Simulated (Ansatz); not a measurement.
## Effect of uniaxial strain ε_zz = +3.00 % on HgS

Start from HgS (space group P3_221, No. 154; a = 4.465 Å, c = 9.758 Å; made of chains). Axes: x lies along a and z along c of the hexagonal cell.

Modification: the cell is stretched by 3.00 % along z with no lateral relaxation, atoms relaxed at fixed cell.

Level of theory: PBE/PAW in Ansatz (a first-principles code), no SOC. Settings: 9×9×4 k-points, 0.05 eV Fermi–Dirac smearing.

```tsv
quantity	base	changed	shift
space group	P3_221 (No. 154)	P3_221 (No. 154)	–
shortest interatomic distance	2.373 Å	2.372 Å	-0.001 Å
energy relative to the base (free energy F)	0 meV/atom	+2.2 meV/atom	+2.2 meV/atom
band gap	1.83 eV	1.84 eV	+0.01 eV
smallest direct gap	1.87 eV	1.90 eV	+0.03 eV
width of the top valence band	0.56 eV	0.61 eV	+0.05 eV
electron mass	0.43 mₑ along c, 1.2 mₑ across (at Γ)	0.41 mₑ along z, 1.2 mₑ across (at Γ)	–
largest internal atomic displacement	–	0.064 Å	–
stress (xx, yy, zz, yz, xz, xy; compression positive)	–	(-0.08, -0.08, -0.81, 0.00, 0.00, 0.00) GPa	–
```

Cost of the whole job for the changed cell (relaxation, final SCF and bands): around 4 core-minutes (rough).

With Hg present, leaving out spin-orbit coupling can change the band edges. Masses are band curvatures over ±0.01 Å⁻¹ around the edge. Stability against distortions was not tested. No dispersion term is included, though the crystal is made of layers, chains or molecules, so its spacings can come out too wide.
